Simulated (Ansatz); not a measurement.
Take WSi2 (space group I4/mmm, No. 139; a = 3.211 Å, c = 7.805 Å; relaxed with 0.1 eV smearing) as the base. Axes: x, y, z lie along a, b, c of the conventional cell.

Calculations: r2SCAN (Ansatz, an electronic-structure program), no spin-orbit coupling.

Strains are applied to the cell and any free atomic positions relax; under biaxial strain the out-of-plane vector relaxes too.

One change was made to it. Results:

```csv
quantity,base,after
energy relative to the base (free energy F),0 meV/atom,+4.2 meV/atom
band gap,zero,zero
```

Problem. Which change produced these results?
A) uniaxial strain ε_xx = +2.78 %
B) biaxial strain +0.51 %, plane normal [001], relaxed out of plane
C) tensor shear ε_xy = −1.07 %

Solution. C, tensor shear ε_xy = −1.07 %. For comparison, the energy relative to the base in the other runs: uniaxial strain ε_xx = +2.78 % gives +14 meV/atom; biaxial strain +0.51 %, plane normal [001], relaxed out of plane gives +1.2 meV/atom.

Whether these cells are dynamically stable was not tested. The final runs are not spin-polarised.
